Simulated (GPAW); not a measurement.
GPAW run on Ca2H3Br (P1, 6 atoms in the cell): self-consistent single point.

Level of theory: PBEsol, GPAW PAW datasets PBEsol (made by gpaw-setup) (plane waves; GPAW).

The change in words: lattice scaled by 0.98. Reference geometry:
```yaml
crystal:
  lattice:
    - [3.90294, 0.00000, 0.00000]
    - [-1.95147, 3.38004, 0.00000]
    - [0.00000, 0.00000, 6.85353]
  atoms:
    - { symbol: Ca, position: [0.67656, 0.33846, 0.18471] }
    - { symbol: Ca, position: [0.33980, 0.67080, 0.81487] }
    - { symbol: H, position: [0.65430, 0.32589, 0.85108] }
    - { symbol: H, position: [0.32767, 0.66617, 0.15000] }
    - { symbol: H, position: [0.99972, 0.99906, 0.99772] }
    - { symbol: Br, position: [0.00194, 0.99962, 0.50162] }
```

Reference input (self-consistent single point, DFT PBEsol, plane waves, GPAW PAW datasets PBEsol (made by gpaw-setup)): mode = pw; ecut = 800 eV; xc = PBEsol; kpts = 6 6 3; mesh shift (steps) = 0 0 0; occupations.name = fermi-dirac; occupations.width = 0.01 eV; nbands = -6; convergence.density = 1e-05 e/electron; convergence.energy = 1e-05 eV/electron; convergence.bands = -4; symmetry.symmorphic = false. This run's input differs from it in these lines:

```diff
@@ -5,5 +5,5 @@
 atoms = Atoms(['Ca', 'Ca', 'H', 'H', 'H', 'Br'],
-              cell=[[3.902940, 0.000000, 0.000000],
-                    [-1.951470, 3.380045, 0.000000],
-                    [0.000000, 0.000000, 6.853530]],
+              cell=[[3.824881, 0.000000, 0.000000],
+                    [-1.912441, 3.312444, 0.000000],
+                    [0.000000, 0.000000, 6.716459]],
               scaled_positions=[[0.676564, 0.338459, 0.184706],
```

Output (repeated stretches shortened):

```
     iter     time        total  log10-change:
                         energy   eigst   dens
iter:   1 --:--:--   -23.737155   +1.06
iter:   2 --:--:--   -23.653443   +0.17  -1.11
iter:   3 --:--:--   -22.425636   +0.02  -1.15
iter:   4 --:--:--   -22.399019   -0.63  -1.44
iter:   5 --:--:--   -22.357568   -0.98  -1.54
   [... 2 lines left out ...]
iter:   8 --:--:--   -22.326512   -1.81  -2.19
iter:   9 --:--:--   -22.325767   -1.95  -2.90
iter:  10 --:--:--   -22.325242   -2.00  -2.92
iter:  11 --:--:--   -22.325157   -2.20  -3.19
iter:  12 --:--:--   -22.325151c  -2.35  -3.58
iter:  13 --:--:--   -22.325138c  -2.43  -3.64
   [... lines left out ...]
iter:  22 --:--:--   -22.325132c  -3.20  -4.94
iter:  23 --:--:--   -22.325132c  -3.27  -4.92
iter:  24 --:--:--   -22.325132c  -3.42  -5.01c
iter:  25 --:--:--   -22.325132c  -3.53  -5.00c
iter:  26 --:--:--   -22.325132c  -3.72  -5.18c
iter:  27 --:--:--   -22.325132c  -3.90  -5.25c
iter:  28 --:--:--   -22.325132c  -4.06  -5.39c
   [... 11 lines left out ...]
iter:  40 --:--:--   -22.325132c  -6.51  -6.65c
iter:  41 --:--:--   -22.325132c  -6.71  -6.68c
iter:  42 --:--:--   -22.325132c  -6.96  -6.87c
iter:  43 --:--:--   -22.325132c  -7.24  -6.96c
iter:  44 --:--:--   -22.325132c  -7.54c -7.01c
Converged after 44 iterations.

Dipole moment: (-0.094767, 0.131249, 0.255766) |e|*Ang

Energy contributions relative to reference atoms: (reference = -107867.194961)

Kinetic:        +23.170832
Potential:      -18.101074
External:        +0.000000
XC:             -26.130633
Entropy (-ST):   -0.000000
Local:           -1.264257
SIC:             +0.000000
--------------------------
Free energy:    -22.325132
Extrapolated:   -22.325132

Showing only first 2 kpts
 Kpt  Band  Eigenvalues  Occupancy
  0    13      2.74075    2.00000
  0    14      5.63263    2.00000
  0    15      8.01056    0.00000
  0    16      8.01091    0.00000

  1    13      2.13729    2.00000
  1    14      5.81139    2.00000
  1    15      7.79975    0.00000
  1    16      7.84282    0.00000

Fermi level: 6.07376

Gap: 1.653 eV
Transition (v -> c):
   [... lines left out ...]
Direct gap: 1.988 eV
   [... lines left out ...]
  0 Ca   -0.16730   -0.07922    0.17510
  1 Ca   -0.11978   -0.10570   -0.14803
  2 H     0.16586    0.12938   -0.00687
  3 H     0.16493    0.05655   -0.00455
  4 H    -0.04874   -0.01879    0.03579
  5 Br    0.00503    0.01778   -0.05145

Stress tensor:
    -0.009161    -0.000597     0.000274
    -0.000597    -0.009153     0.000156
     0.000274     0.000156    -0.007204
Stress (GPa, Voigt): [-1.4678 -1.4665 -1.1541  0.0251  0.0439 -0.0956]
```

The run converged in 44 iterations. GPAW prints stress with tension positive. Against the reference run the free energy stays essentially unchanged (within 1 meV/atom), the pressure goes from -1.47 to 1.36 GPa, the largest force goes from 0.188 to 0.255 eV/Å and the gap on the mesh goes from 1.636 to 1.653 eV.

The starting cell comes from a database of computed structures (which also holds hypothetical and non-ambient phases and stackings), without a prior relaxation at this level. Its atoms were displaced at random from the sites of space group no. 164. For this run, on top of that: lattice scaled by 0.98.

Cost on one core of a shared machine: roughly 3 min.
